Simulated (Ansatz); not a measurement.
## NaCl under a change: isotropic strain −2.50 %

The reference is NaCl in the rock salt structure (space group Fm-3m, No. 225; a = 5.601 Å).

Modification: an isotropic linear strain of −2.50 %; the atoms relax in the strained cell.

All numbers come from PBEsol (Ansatz, a program for electronic structure), no spin-orbit coupling. k-mesh 10×10×10 (Γ-centred); smearing 0.05 eV (Fermi–Dirac).

Volume per atom: 20.36 Å³ (base 21.97 Å³)
Shortest interatomic distance: 2.731 Å (base 2.801 Å)
Energy relative to the base (free energy F): +11 meV/atom
Pressure: 2.36 GPa (base 0.01 GPa)
Band gap: 5.31 eV (base 5.01 eV)
Gap character: direct at Γ (base direct at Γ)
Mean gap deformation potential ΔEg/Δln V: -4.0 eV
Width of the top valence band: 0.91 eV (base 0.80 eV)
Electron mass: 0.38 mₑ (at Γ) (base 0.39 mₑ (at Γ))
Hole mass (degenerate bands, along [100]): 0.56, 2.5, 2.5 mₑ (at Γ) (base 0.60, 2.7, 2.7 mₑ (at Γ))

Final structure:

```
NaCl
1.0
    0.00000     2.73072     2.73072
    2.73072     0.00000     2.73072
    2.73072     2.73072     0.00000
Na Cl
1 1
Direct
  0.00000   0.00000   0.00000
  0.50000   0.50000   0.50000
```

Masses are band curvatures over ±0.01 Å⁻¹ around the edge. Stability against distortions was not tested.
